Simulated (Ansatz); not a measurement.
Worked example: self-consistent single point of Sr4Bi2O (I4mm, 7 atoms in the cell) in Ansatz (a program for electronic structure).

Method of the run: LDA (PW92), default PAW files made with PBE (plane waves; Ansatz).

The change in words: 1 x 1 x 1 supercell, one Bi atom moved by 0.02 angstrom along z. Reference geometry:
```
Sr4Bi2O
1.0
   -2.50747     2.50747     8.79961
    2.50747    -2.50747     8.79961
    2.50747     2.50747    -8.79961
Sr Bi O
4 2 1
Cartesian
  0.00000   0.00000  14.69482
  0.00000   0.00000   2.99591
  0.00000   2.50747   8.76582
  2.50747   0.00000   8.76582
  0.00000   0.00000  11.22443
  0.00000   0.00000   6.34029
  0.00000   0.00000  17.42674
```

Reference input (self-consistent single point, DFT, LDA (PW92), plane waves, default PAW files made with PBE): basis.ecutwfc = 420 eV; kpoints.mp_grid.grid = 5 5 5; hamiltonian.xc = lda; hamiltonian.pseudopotentials = {kind: paw} (the program's default PAW files); scf.occupations.method = fermi_dirac; scf.occupations.width = 0.02 eV. This run's input differs from it in these lines:

```diff
@@ -12,3 +12,3 @@
     - { symbol: Bi, position: [0.63778000, 0.63778000, 0.00000000] }
-    - { symbol: Bi, position: [0.36026000, 0.36026000, 0.00000000] }
+    - { symbol: Bi, position: [0.36139600, 0.36139600, 0.00000000] }
     - { symbol: O, position: [0.99020000, 0.99020000, 0.00000000] }
```

Log, with long lists cut:

```
SCF iter   1: F=—  HF=-38512.803529 eV  |F-HF|=—  |Δ(HF+E_count)|=         —  Δρ=8.53e-3  dr2=1.65e-1  ethr=1.77e-3  ⟨swp⟩=13.1  Hψ=4807  notcnv=0
all-band conjugate gradients solve this SCF's bands
preconditioner: auto → Resta (q_TF=auto, 2.283 Å⁻¹)
SCF iter   2: F=—  HF=-38512.778235 eV  |F-HF|=—  |Δ(HF+E_count)|=   2.53e-2  Δρ=4.90e-3  dr2=3.10e-2  ethr=2.17e-4  ⟨swp⟩=2.9  Hψ=1591  notcnv=0  defer=38
   [... lines left out ...]
SCF iter   4: F=—  HF=-38512.771236 eV  |F-HF|=—  |Δ(HF+E_count)|=   6.76e-4  Δρ=2.24e-4  dr2=1.63e-4  ethr=4.38e-6  ⟨swp⟩=2.6  Hψ=1312  notcnv=0  defer=40
SCF iter   5: F=—  HF=-38512.771212 eV  |F-HF|=—  |Δ(HF+E_count)|=   2.43e-5  Δρ=6.45e-5  dr2=1.58e-5  ethr=2.15e-7  ⟨swp⟩=2.7  Hψ=1433  notcnv=0  defer=40
SCF iter   6: F=—  HF=-38512.771416 eV  |F-HF|=—  |Δ(HF+E_count)|=   2.05e-4  Δρ=2.81e-5  dr2=1.75e-6  ethr=2.08e-8  ⟨swp⟩=2.3  Hψ=1380  notcnv=0  defer=40
SCF iter   7: F=-38512.771416 eV  HF=-38512.771416 eV  |F-HF|=8.59e-9  |Δ(HF+E_count)|=   1.93e-7  Δρ=4.57e-6  dr2=5.75e-8  ethr=1.32e-10  ⟨swp⟩=11.8  Hψ=4406  notcnv=0
SCF 1 converged in 7 iterations: F = -38512.771416 eV  dr2 = 5.75e-8
Free energy (F): -38512.771416 eV
Internal energy: -38512.771416 eV  (E = F + TS)
E sigma→0 (E₀):  -38512.771416 eV
Fermi energy:    8.346537 eV
--- Forces (eV/Å), atoms counted from 1 ---
  atom   1  Sr     0.00000000    -0.00000000     0.16296183
  atom   2  Sr    -0.00000000     0.00000000    -0.00167713
  atom   3  Sr     0.00000000     0.00000000    -0.01098796
  atom   4  Sr    -0.00000000     0.00000000    -0.01098796
  atom   5  Bi    -0.00000000     0.00000000    -0.05970975
  atom   6  Bi     0.00000000    -0.00000000    -0.01545678
  atom   7  O      0.00000000     0.00000000    -0.06415102
--- Stress (GPa, compression-positive) ---
       -2.751434      -0.000000      -0.000000
       -0.000000      -2.751434       0.000000
       -0.000000      -0.000000      -2.591040
  P = ⅓ Tr σ = -2.6980 GPa (-26.980 kbar)
  The stress holds the Pulay correction. Without it, at fixed plane waves, as pw.x and ABINIT print it: P = -2.7831 GPa
```

The run converged in 7 iterations. Against the reference run the free energy hardly moves (within 1 meV/atom), the pressure hardly changes (-2.72 to -2.70 GPa), the largest force goes from 0.151 to 0.163 eV/Å and the gap on the mesh hardly changes (0.876 to 0.879 eV).

The starting cell comes from a database of computed structures (which also holds hypothetical and non-ambient phases and stackings), without a prior relaxation at this level. Its lattice was rescaled by up to half a per cent. For this run, on top of that: 1 x 1 x 1 supercell, one Bi atom moved by 0.02 angstrom along z. Spin-orbit coupling is off. Ansatz's pressure includes its estimate of the finite-basis (Pulay) stress.

Keys are those of Ansatz 0.2.
